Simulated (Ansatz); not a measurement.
**HfSi2 (Cmcm, No. 63, 6 atoms in the cell; start mp-1069)**

Calculation: PBE-D4 (Ansatz, a program for electronic structure, plane waves, PAW).

Settings: plane-wave cutoff 500 eV, 12×12×12 k mesh, Fermi–Dirac smearing 0.05 eV, scalar-relativistic PAW data made under PBE.

Cell (relaxed at this level):

```cif
data_Hf4Si8
_chemical_formula_sum 'Hf4 Si8'
_space_group_name_H-M_alt 'Cmcm'
_space_group_IT_number 63
_space_group_name_Hall '-C 2c 2'
_cell_length_a 3.65711
_cell_length_b 14.39778
_cell_length_c 3.63707
_cell_angle_alpha 90.000
_cell_angle_beta 90.000
_cell_angle_gamma 90.000
loop_
_atom_site_label
_atom_site_type_symbol
_atom_site_symmetry_multiplicity
_atom_site_Wyckoff_symbol
_atom_site_fract_x
_atom_site_fract_y
_atom_site_fract_z
_atom_site_occupancy
Hf1 Hf 4 c 0.00000 0.10492 0.75000 1
Si1 Si 4 c 0.00000 0.25025 0.25000 1
Si2 Si 4 c 0.00000 0.55492 0.25000 1
```
(The calculation used a cell of 6 atoms; values per cell refer to that cell.)

| Property | Value |
|---|---|
| band gap | zero (no gap) |

Note: the relaxation could not lower the start's symmetry, so the cell can be a saddle point above a distorted one.

Spin–orbit coupling is not included.

Static lattice: no zero-point or thermal effects.

Computing time: roughly 7 core-minutes.

A start named mp-… is a Materials Project structure, which need not be a measured phase.
